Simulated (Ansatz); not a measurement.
## Functionals side by side, with their cost (level): Rh2O3 (R-3c, 10 atoms in the cell)

Cell: a = 5.4997 Å, b = 5.4997 Å, c = 5.4997 Å, α = 55.76°, β = 55.76°, γ = 55.76°.

Program: Ansatz (a first-principles code), default PAW files made with PBE; each row names its functional.

Base settings: basis.ecutwfc = 30.9 Ry; kpoints.mp_grid.grid = 4 4 4; kpoints.mp_grid.shift = 0.5 0.5 0.5; hamiltonian.xc = hse06; hamiltonian.pseudopotentials = {kind: paw} (the program's default PAW files); scf.occupations.method = fixed.

Differences are taken from HSE06, a reference of convenience: it is no measurement, and no ranking of the functionals follows.

Core times come from one kind of shared machine and are given to one figure; runs under 30 s give none.

The starting cell comes from a database of computed structures (which also holds hypothetical and non-ambient phases and stackings), without a prior relaxation at this level. In the base run, with a pressure of about -5 GPa the cell is away from its equilibrium volume at this level. Ansatz's pressure includes its estimate of the finite-basis (Pulay) stress. The shifted mesh does not hold Γ, so a gap read on it misses any band edge there.

| level | gap on the mesh less reference (eV) | pressure less reference (GPa) | largest difference in the force on any atom (eV/Å) | core time / reference (rough) |
|---|---|---|---|---|
| PBEsol | -1.952 | 0.91 | 0.621 | – |
| PBE0 | 0.775 | 0.20 | 0.001 | 1.0 |
| HSE06 | 0.000 | 0.00 | 0.000 | 1 |

PBEsol ran in under 30 s, against roughly 100 s for HSE06.

Keys are those of Ansatz 0.2.
